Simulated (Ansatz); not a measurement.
The starting structures come from a database of crystals and need not be the phases stable at ambient conditions.

Inside the gap of an insulator the Bloch states are evanescent, with a wavenumber k + iκ along the transport direction.

Consider the following.

```yaml
crystal:
  lattice:
    - [3.99198, 0.00000, 0.00000]
    - [0.00000, 4.78484, 0.00000]
    - [1.99599, 0.00000, 3.45716]
  atoms:
    - { symbol: Ca, position: [0.33333, 0.25000, 0.33333] }
    - { symbol: Ca, position: [0.66667, 0.75000, 0.66667] }
    - { symbol: O, position: [0.33333, 0.75000, 0.33333] }
    - { symbol: O, position: [0.66667, 0.25000, 0.66667] }
```

Space group of this cell: P6_3/mmc. The cell is taken as given; by r2SCAN its mean pressure is -0.8 GPa.

Transport runs along the normal of the first two printed cell vectors, the (100) plane of the conventional cell.

The gap is the functional's own, uncorrected, and κ follows it; spin-orbit coupling is left out. Mid-gap values are interpolated between the computed energies.

Question: Predict the band gap and the smallest decay constant κ at mid-gap from r2SCAN run with Ansatz (an electronic-structure program).

Answer: Gap 3.60 eV on a 10×6×10 mesh; κ = 0.368 1/Å, at the zone centre.
